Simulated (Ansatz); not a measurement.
# TiSi₂ (Cmcm, No. 63, 6 atoms in the cell; start mp-1077503; a measured phase of this formula has another space group)

The numbers are results of LDA (Ansatz, an electronic-structure program, plane waves, PAW), not measurements.

Numerical settings: plane-wave cutoff 520 eV, 16×16×16 k mesh, Fermi–Dirac smearing 0.05 eV, no spin polarisation, scalar-relativistic PAW data made under PBE.

Cell (relaxed at this level):

```cif
data_Si8Ti4
_chemical_formula_sum 'Ti4 Si8'
_space_group_name_H-M_alt 'Cmcm'
_space_group_IT_number 63
_space_group_name_Hall '-C 2c 2'
_cell_length_a 3.48590
_cell_length_b 13.25921
_cell_length_c 3.53153
_cell_angle_alpha 90.000
_cell_angle_beta 90.000
_cell_angle_gamma 90.000
loop_
_atom_site_label
_atom_site_type_symbol
_atom_site_symmetry_multiplicity
_atom_site_Wyckoff_symbol
_atom_site_fract_x
_atom_site_fract_y
_atom_site_fract_z
_atom_site_occupancy
Ti1 Ti 4 c 0.00000 0.10252 0.75000 1
Si1 Si 4 c 0.00000 0.55981 0.25000 1
Si2 Si 4 c 0.00000 0.24955 0.25000 1
```
(The calculation used a cell of 6 atoms; values per cell refer to that cell.)

| Item | Value |
|---|---|
| bulk modulus B0 | 144 GPa |

Note: the run has no spin polarisation, so it can have missed a magnetic state; the bulk modulus is −V dP/dV from two relaxed cells at ±2 % in volume; the relaxation could not lower the start's symmetry, so the cell can be a saddle point above a distorted one.

Computed values are for the static lattice.

A start named mp-… is a Materials Project structure, which need not be a measured phase.
